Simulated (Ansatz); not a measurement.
Surface: Si(111) 1x1 surface, 6 top atoms, 3 bilayers, bottom bilayer H-capped and fixed, every top atom capped by H; cell 11.5 x 6.6 Å; two neighbouring H replaced by OH; about 7 Å thick over the host's atoms, 18 atoms held. Method: PBE-D3(BJ) (plane waves to 420 eV, PAW; Ansatz, a first-principles code). k mesh 1 x 2 x 1. The slab states were run without spin polarisation. A thicker slab, a larger cell or a denser mesh can move such energies by a tenth of an eV or more. All energies are electronic energies at 0 K, without vibrations. Each state was relaxed from one prepared geometry.

End state of this step: the surface fragment of SiH4 exchanges a second ligand with a neighbouring O-H group. Atoms near the product:

```csv
atom,x (Å),y (Å),z (Å)
H(14),0.013,0.080,11.039
H(45),-1.912,3.294,11.068
O(48),2.442,3.377,11.121
H(49),0.816,2.054,12.897
Si(a0),3.837,3.342,12.019
H(a2),0.593,1.629,13.476
H(a3),3.838,2.073,12.795
H(a4),3.835,4.541,12.899
```

### Question
What energy does it take to move H2 into the gas, one a cell, with the surface relaxed behind it, and what are its closest contacts before it leaves?

### Answer
0.06 eV. Its closest contacts to the rest of the cell: H(49)...O(48) 2.75 Å, H(49)...H(14) 2.83 Å, H(a2)...H(14) 2.95 Å.
